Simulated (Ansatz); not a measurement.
Structures of equal composition on the (110) surface of bcc Ta: a layer of Sc in place of the second plane; a layer of Sc in place of the third plane. The slabs share one bottom face, and each structure is named by its start. These are constructed structures in small cells; real faces may alloy, dewet or reconstruct in larger ones, and not all known structures of the face are among them. Slabs of about 11 Å with all that they carry, Fermi-Dirac smearing of 0.1 eV. Bottom of the slabs: a bare face, its two planes held. Relaxed from the named starts with such symmetry as they have, on meshes of like density; energies extrapolated to zero smearing; no spin-orbit coupling, no U. Spin-polarised runs, if any, are marked in brackets, and their order is one that fits the cell; the others ran without spin.

Method: PBE (plane waves to 420 eV, PAW; Ansatz, an electronic-structure program).

Question: Put the candidates in order of energy per 1x1 cell, lowest first, for PBE.

Answer: a layer of Sc in place of the third plane (0.000 eV), a layer of Sc in place of the second plane (0.078 eV)
